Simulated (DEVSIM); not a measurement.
Structure: Co/SiON/p-GaSb capacitor, at 250 K.

Layer 1 from the left is SiON, thickness (nm) 22.0. Layer 2 from the left is GaSb, thickness (nm) 5700, Na (cm⁻³) 1.1e16.

Metal gate on the left, work function 5 eV. Fixed charge at the semiconductor interface -2.8e11 cm⁻² (in units of +e); no interface traps.

This is a model device: material constants are rounded textbook-type values typed into the input, and sizes, dopings and lifetimes were drawn at random. Values at 300 K; Nc and Nv go as T^1.5, mobilities as T to minus their exponent, the gap by Varshni's rule with the affinity fixed.

SiON: gap (eV) 7, affinity (eV) 1.4, permittivity 5.5. GaSb: gap (eV) 0.726, affinity (eV) 4.06, permittivity 15.7, Nc (cm⁻³) 2.1e17, Nv (cm⁻³) 1.8e19, Varshni α (eV/K) 0.00042, Varshni β (K) 140.

Problem. Estimate by hand the flat-band voltage, the threshold voltage, and compare with a numerical solution.

Solution. 
- Flat-band voltage: C = 0.221 μF/cm², work-function difference 0.349 V; VFB = φms − qNf/C = 0.55 V; numerical 0.55 V.
- Threshold voltage: φF = 0.267 V, depletion charge √(4εqNφF) = 5.11e-8 C/cm²; VT = VFB + 2φF + Qd/C = 1.32 V; numerical 1.32 V.

Simulated with DEVSIM: 1D Poisson equation in equilibrium, Boltzmann statistics, complete ionisation; no quantum confinement or tunnelling. Metal contacts follow the ideal Schottky-Mott rule: no Fermi-level pinning, no interface dipoles.
